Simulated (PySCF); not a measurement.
PySCF 2.14.0, unrestricted PBE0/def2-svp, df: Cu(Cl)(NMe2) (C[N](C)[Cu][Cl]), charge 0, multiplicity 2, 11 atoms. The geometry is a generated start, not checked to be a minimum at this level.

```
Item                          Result
-------------------  ---------------
task                          energy
method                          pbe0
basis                       def2-svp
two-electron scheme  density fitting
mol.max_memory               3000 MB
mf.max_cycle                     100
mf.init_guess        minao (default)
mf.DIIS              CDIIS (default)
mf.diis_space            8 (default)
mf.conv_tol          1e-09 (default)
mf.grids.level           3 (default)
basis functions                  121
grid points                   140512
```

```xyz
11

Cu    -0.1080     1.9608    -0.2921
Cl    -0.1397     3.9945    -0.4664
N     -0.0624     0.1719    -0.1075
C     -0.9896    -0.5670     0.7009
C      1.0277    -0.6443    -0.5687
H     -1.2052    -1.5443     0.2509
H     -0.5616    -0.7558     1.6970
H     -1.9188    -0.0147     0.8289
H      1.7373    -0.8346     0.2487
H      0.6596    -1.6184    -0.9139
H      1.5606    -0.1482    -1.3777
```

Charge 0 and multiplicity 2 are set for this test and not shown to be the ground state.

One run each on 2 threads, 1 BLAS thread. Values of level_shift (Hartree) tried: 0 (default), 0.1, 0.3, 1.

Q: Predict the course of the Fock builds along this series.

A: Fewest Fock builds: 0 (default) with 16. The count rises to 78 at 1. All converge to one solution.

```tsv
level_shift (Hartree)	Fock builds	end
0 (default)	16	same solution
0.1	20	same solution
0.3	28	same solution
1	78	same solution
```
